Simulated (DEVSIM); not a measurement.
# Si/Ge p-n heterojunction

Structure: Si/Ge p-n heterojunction, at 400 K.

```
layer (left to right)  material  thickness (μm)  Nd (cm⁻³)  Na (cm⁻³)  τn (s)  τp (s)
---------------------  --------  --------------  ---------  ---------  ------  ------
1                            Si           0.600          -     1.1e17  3.4e-5  3.4e-5
2                            Ge           0.490     9.5e17          -  3.4e-5  3.4e-5
```

Left contact: ohmic. Right contact: ohmic. Voltage is applied to the left contact. Recombination: SRH at mid-gap. Mobility is μmin + (μ − μmin)/(1 + (N/Nref)^α).

The device is made up for the run: typed textbook-type constants, with dimensions and the other settings drawn at random. Values at 300 K; Nc and Nv go as T^1.5, mobilities as T to minus their exponent, the gap by Varshni's rule with the affinity fixed.

| parameter | Si | Ge |
|---|---|---|
| gap (eV) | 1.124 | 0.664 |
| affinity (eV) | 4.05 | 4 |
| permittivity | 11.7 | 16 |
| Nc (cm⁻³) | 2.86e19 | 1.04e19 |
| Nv (cm⁻³) | 3.1e19 | 6e18 |
| μn (cm²/Vs) | 1417 | 3900 |
| μp (cm²/Vs) | 470 | 1900 |
| μn,min | 52 | 150 |
| μp,min | 45 | 100 |
| Nref,n | 9.7e16 | 2.6e17 |
| Nref,p | 2.2e17 | 4e17 |
| αn | 0.68 | 0.56 |
| αp | 0.72 | 0.6 |
| T exponent of μn | 2.3 | 1.66 |
| T exponent of μp | 2.2 | 2.33 |
| Varshni α (eV/K) | 0.000473 | 0.000477 |
| Varshni β (K) | 636 | 235 |

Simulated with DEVSIM: 1D drift-diffusion, Boltzmann statistics, complete ionisation; no tunnelling, impact ionisation, image-force lowering or self-heating. Band offsets follow the typed affinities; no thermionic-emission limit at abrupt steps, no polarisation charge.

```
Quantity                                            Result
---------------------------------------------  -----------
Potential step across the device at zero bias      0.840 V
Largest field in the device at zero bias       170000 V/cm
Dark forward voltage at 1 A/cm²                    0.303 V
Dark forward voltage at 100 A/cm²                  0.477 V
```

Dark forward current:

(V (V), J (A/cm²)): (0.05, 0.00086); (0.10, 0.0041); (0.15, 0.016); (0.20, 0.063); (0.25, 0.24); (0.30, 0.93); (0.35, 3.5); (0.40, 13); (0.45, 50); (0.50, 180); (0.55, 560); (0.60, 1500); (0.65, 3200)
